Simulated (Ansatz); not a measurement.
Results of RPBE (Ansatz, a first-principles code, PAW) for Al2Cu (I4/mcm, No. 140).

Settings: plane-wave cutoff 520 eV, 14×14×14 k mesh, Fermi–Dirac smearing 0.05 eV, no spin polarisation, scalar-relativistic PAW data made under PBE.

Computed at the level's own relaxed cell.

**Question.** Predict the c axis length, volume per atom and bulk modulus B0.

**Answer.** 
* **c axis length**: 4.915 Å
* **volume per atom**: 15.27 Å³/atom
* **bulk modulus B0**: 94.2 GPa

The run finds no gap.

Note: the bulk modulus comes from volumes at which shape and atoms were relaxed.

The computed numbers hold no vibrational or temperature effects.

It cost very roughly 16 core-minutes of CPU time.
